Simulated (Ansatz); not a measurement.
Cells marked so need not be the phases stable at ambient conditions, and some may be hypothetical.

 Where the default PAW files enter, the runs use the earlier of Ansatz's two default sets.

The gap is the functional's own. No spin-orbit coupling. Mid-gap values are interpolated on the energy grid.

A. BaS (Fm-3m, rock salt, not sure to be the ambient phase, 2 atoms a cell, 33.6 Å³ an atom), along the normal of (001)
B. TaAgO$_{3}$ (R-3c, not sure to be the ambient phase, 10 atoms a cell, 12.5 Å³ an atom, -7 GPa at this level), along the normal of (101)
C. RbCaH$_{3}$ (Pm-3m, cubic perovskite, not sure to be the ambient phase, 5 atoms a cell, 18.5 Å³ an atom), along the normal of (110)

### Question
Put the candidates in order of mid-gap decay constant of the slowest evanescent state, highest first, for Ansatz (a first-principles code) with r2SCAN.

### Answer
C (0.34 1/Å), B (0.26 1/Å), A (0.22 1/Å)
